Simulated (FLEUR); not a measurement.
Troubleshooting FLEUR: a failed run on KAuCl3 (Pm-3m, 5 atoms in the cell). The aim is a self-consistent single point with DFT, LDA (Vosko-Wilk-Nusair), all-electron FLAPW (FLEUR), scalar-relativistic valence.

Cell that was meant: a = 5.2649 Å, b = 5.2649 Å, c = 5.2649 Å, α = 90.00°, β = 90.00°, γ = 90.00°.

Part of the input:

```xml
   </comment>
   <calculationSetup>
      <cutoffs Kmax="4.4" Gmax="17.6" GmaxXC="17.6" numbands="0"/>
      <scfLoop itmax="80" minDistance="0.00001" maxIterBroyd="15" imix="straight" alpha="0.9" precondParam="0.0" spinf="2.0"/>
      <coreElectrons ctail="T" frcor="F" kcrel="0" coretail_lmax="0"/>
      <xcFunctional name="vwn" relativisticCorrections="F"/>
      <magnetism jspins="1"/>
```

The program printed (abridged):

```
 Iteration:     1   Distance:       9.47977985 me/bohr^3
 Iteration:     2   Distance:      19.16845285 me/bohr^3
 Iteration:     3   Distance:      61.82958147 me/bohr^3
 Iteration:     4   Distance:     182.15976509 me/bohr^3
**************FLEUR-Error*****************
Error message: differ 2: problems with solving dirac equation
Error occurred in subroutine: differ
Hint: The n=6 l=0 state of an atom with Z=79 seems to be above the reasonable energy range.
Error from PE:0/1
 Last known location:
```

### Question
From the messages shown, name the fault and mend the input.

### Answer
The fault is unsuitable density mixing; here the program stops on it instead of giving results. To fix it, return to a moderate mixing step with a longer history. The program stopped with an error at about iteration 4.

The sound input it was made from differs as follows (other fixes are possible):
```diff
-      <scfLoop itmax="80" minDistance="0.00001" maxIterBroyd="15" imix="straight" alpha="0.9" precondParam="0.0" spinf="2.0"/>
+      <scfLoop itmax="80" minDistance="0.00001" maxIterBroyd="15" imix="Anderson" alpha="0.05" precondParam="0.0" spinf="2.0"/>
```

With that input, the run converged in 18 iterations: total energy -571950.9564 eV; Fermi level (on the code's own zero) 2.54 eV (DFT, LDA (Vosko-Wilk-Nusair), all-electron FLAPW (FLEUR), scalar-relativistic valence).

On the sound input: the starting cell comes from a database of computed structures (which also holds hypothetical and non-ambient phases and stackings), without a prior relaxation at this level. Its lattice was rescaled by a random factor within 2.5 % of one. Values depend on the basis (sphere radii, cutoffs, local orbitals), which need not be converged.

These are the values that this program gave, and no reference: the default basis lacks the next d shell.
